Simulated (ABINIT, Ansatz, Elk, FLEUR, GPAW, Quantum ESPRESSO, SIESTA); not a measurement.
**One structure in several programs: AlN (P6_3mc, 4 atoms in the cell)**

Self-consistent single point.

```xyz
4
Lattice="3.1348 0.0000 0.0000 -1.5674 2.7149 0.0000 0.0000 0.0000 5.0270" Properties=species:S:1:pos:R:3 pbc="T T T"
Al     1.5674     0.9050     2.5099
Al     0.0000     1.8099     5.0234
N      1.5674     0.9050     4.4273
N      0.0000     1.8099     1.9138
```

Shared settings, as Ansatz (an electronic-structure program) writes them: kpoints.mp_grid.grid = 6 6 3; scf.occupations.method = fixed. Potentials and cutoffs stand in the table.

| code | model | gap on the mesh (eV) | cutoff |
|---|---|---|---|
| FLEUR | PBE, all-electron FLAPW (FLEUR), scalar-relativistic valence | 4.013 | Kmax 4.6 1/bohr |
| GPAW | PBE, GPAW PAW datasets PBE (gpaw-data 1.0.1) | 4.011 | 900 eV |
| ABINIT | PBE, norm-conserving pseudopotentials (PseudoDojo nc-sr-05 PBE standard) | 4.002 | 1143 eV |
| Quantum ESPRESSO | PBE, PseudoDojo standard norm-conserving (PBE) pseudopotentials | 4.002 | 85 Ry |
| SIESTA | GGA PBE, numerical atomic orbitals DZP, PseudoDojo PBE standard norm-conserving potentials (rewritten from UPF to PSML) | 4.100 | grid 350 Ry |
| Ansatz | PBE, PAW files | 3.995 | default |
| Elk | PBE, all-electron FP-LAPW, Elk's shipped species files, LAPW+lo basis | 3.945 | rgkmax 7.5 |

Gaps are read on the mesh.

The spread over the programs that give each value: gap on the mesh within 0.155 eV.

SIESTA uses small atom-centred bases, whose incompleteness enters pressures, forces and empty levels differently from a plane-wave cutoff. FLEUR and Elk treat all electrons, but the usual bases taken here (sphere radii, linearisation, local orbitals, empty states) were not tested for convergence, so the values are no reference for the others. In the pressure, SIESTA (by 1.99) lies more than 1 GPa from the median of the plane-wave programs.

On the base mesh (12 12 7) the same programs gave: Ansatz pressure -1.24 GPa, gap on the mesh 3.996 eV; Quantum ESPRESSO pressure -1.23 GPa, gap on the mesh 4.003 eV; ABINIT pressure -1.23 GPa, gap on the mesh 4.003 eV; GPAW gap on the mesh 4.012 eV; Elk gap on the mesh 3.945 eV; FLEUR gap on the mesh 4.014 eV; SIESTA pressure 0.75 GPa, gap on the mesh 4.101 eV.

The starting cell comes from a database of computed structures (which also holds hypothetical and non-ambient phases and stackings), without a prior relaxation at this level. Its lattice was rescaled by a random factor within 2.5 % of one.

Left out of this page: CP2K (on another mesh).

Keys are those of Ansatz 0.2.
